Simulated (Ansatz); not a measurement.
Base system: SiC (space group P6_3mc, No. 186; a = 3.079 Å, c = 15.107 Å). Axes: x lies along a and z along c of the hexagonal cell.

Structures relaxed with PBEsol, PAW, 420 eV (Ansatz, a program for electronic structure; without spin-orbit coupling).

Base:

Simulated powder pattern, Co Kα, λ = 1.79026 Å (kinematic, ideal powder, no thermal factors, no anomalous dispersion; the 10 strongest lines at most, above 2 %, up to 2θ = 90°):

```csv
2θ (°),I/Imax (%),hkl
39.86,56,(101)
41.65,67,(006)
41.71,100,(102)
44.65,60,(103)
48.53,24,(104)
71.02,30,(108)
71.11,60,(110)
78.12,28,(109)
85.93,50,(116)
85.97,12,(202)
```

One thing is altered: biaxial strain +1.02 %, plane normal [001], relaxed out of plane (Cartesian); in-plane vectors clamped, the third vector and the atoms free.

### Question
How do the reflections move or split?

### Answer

Simulated powder pattern, Co Kα, λ = 1.79026 Å (kinematic, ideal powder, no thermal factors, no anomalous dispersion; the 10 strongest lines at most, above 2 %, up to 2θ = 90°):

| 2θ (°) | d (Å) | I/Imax (%) | hkl |
|---|---|---|---|
| 39.46 | 2.652 | 56 | (101) |
| 41.33 | 2.536 | 100 | (102) |
| 41.74 | 2.512 | 66 | (006) |
| 44.30 | 2.374 | 59 | (103) |
| 48.22 | 2.191 | 24 | (104) |
| 70.28 | 1.555 | 61 | (110) |
| 70.87 | 1.544 | 30 | (108) |
| 78.00 | 1.422 | 27 | (109) |
| 84.93 | 1.326 | 12 | (202) |
| 85.21 | 1.322 | 50 | (116) |

The indices refer to the base's conventional cell; one index is shown for lines that coincide.

Stability against distortions was not tested.
